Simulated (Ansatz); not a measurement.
Results of PBE-D3(BJ) in Ansatz (plane waves, PAW) for stishovite (SiO2).

Settings: plane-wave cutoff 520 eV, 8×8×12 k mesh (along the axes of the cell as run), Fermi–Dirac smearing 0.01 eV, scalar-relativistic PAW data made under PBE.

Results at a series of volumes:

```tsv
V (Å³/atom)	E − E_lowest (meV/atom)	P (GPa)
7.587	11.96	12.63
7.745	2.87	5.93
7.903	0.00	0.01
8.061	2.62	-5.19
8.219	10.03	-9.71
```

Q: Estimate the bulk modulus from the pressures at 7.745 and 8.061 Å³/atom, and compare it with a fit to all energies.

A: B = −V dP/dV. Between V = 7.745 and 8.061 Å³/atom, dP/dV = (-5.19 − (5.93))/(8.061 − 7.745) = -35.2 GPa per Å³/atom; at the midpoint 7.903 Å³/atom this gives B ≈ 278 GPa. The third-order Birch–Murnaghan fit gives V0 = 7.903 Å³/atom, B0 = 277 GPa, B′ = 5.5, which lies within 1 % of that estimate.

Shape and atoms are relaxed at each volume.

Measured, for comparison: bulk modulus 310 ± 1 GPa (300 K, no zero-point or thermal correction; as tabulated in arXiv:1001.2066). Computed (rounded) less measured: bulk modulus -11 %.

Note: the bulk modulus comes from volumes at which shape and atoms were relaxed.

Computed values are for the static lattice.

Ansatz is a quantum-chemistry and plane-wave program.
